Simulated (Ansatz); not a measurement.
Base system: TiAl (space group P4/mmm, No. 123; a = 2.813 Å, c = 4.058 Å).

Method: r2SCAN (Ansatz, a quantum-chemistry and plane-wave program), no spin-orbit coupling.

For the base:

| Item | Value |
|---|---|
| Pressure | 0.0 GPa |

Perturbation: an isotropic linear strain of −0.36 %; the atoms relax in the strained cell.

Predict the new pressure and energy relative to the base.

The pressure (mean of the normal stresses, compression positive) goes from zero to 1.3 GPa; the energy grows by 0.7 meV/atom.

Whether these cells are dynamically stable was not tested. The final runs are not spin-polarised.
